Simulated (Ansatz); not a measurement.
# Hypothetical cubic perovskite CaTiSe3, pressure series

Start from CaTiSe₃ in the cubic perovskite structure (space group Pm-3m, No. 221; a = 4.9906 Å; a hypothetical phase, not in the database extracts checked).

Cell and atoms are relaxed at each pressure.

Calculations: PBE (Ansatz, a quantum-chemistry and plane-wave program), no SOC.

```csv
P (GPa),V (Å³/atom)
-2.02,25.733
-1.00,25.272
0.30,24.738
0.70,24.585
1.50,24.294
2.99,23.792
4.98,23.196
7.50,22.535
10.00,21.958
```

Problem. Fit a third-order Birch–Murnaghan equation of state.

Solution. Least squares on P(V) = (3B₀/2)[(V₀/V)^(7/3) − (V₀/V)^(5/3)]·[1 + (3/4)(B₀′ − 4)((V₀/V)^(2/3) − 1)] gives V₀ = 24.86 Å³/atom, B₀ = 63 GPa and B₀′ = 4.1.

Load acts through the strain it causes; cell and atoms are relaxed under it. No phonon test of stability was made. No other phases were tried under pressure. All final runs are without spin polarisation. Many cubic perovskites are stable only at high temperature; tilts and polar distortions were not tested. CaTiSe3 has a high density of states at the Fermi level and may be magnetic at this level.
